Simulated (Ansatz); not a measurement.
The reference is SrTiO3 in the cubic perovskite structure (space group Pm-3m, No. 221; a = 3.8911 Å).

All numbers come from plane-wave PAW DFT at the PBEsol level (Ansatz, a quantum-chemistry and plane-wave program, 420 eV), spin-orbit coupling left out.

Base values:

The smallest direct gap is 2.19 eV, the band gap comes out as 1.85 eV and the pressure comes out as -0.01 GPa.

Perturbation: an isotropic linear strain of −3.00 %; the atoms relax in the strained cell.

Question: What does the calculation give for the smallest direct gap after the change?

Answer: The smallest direct gap goes up by 0.074 eV to 2.27 eV.

Question: What does the calculation give for the band gap after the change?

Answer: The band gap grows by 0.154 eV (1.85 eV → 2.01 eV).

Question: What happens to the pressure?

Answer: The pressure goes up by 20.75 GPa (-0.01 GPa → 20.74 GPa).

No phonon test of stability was made. The final runs are not spin-polarised. Many cubic perovskites are stable only at high temperature; tilts and polar distortions were not tested.
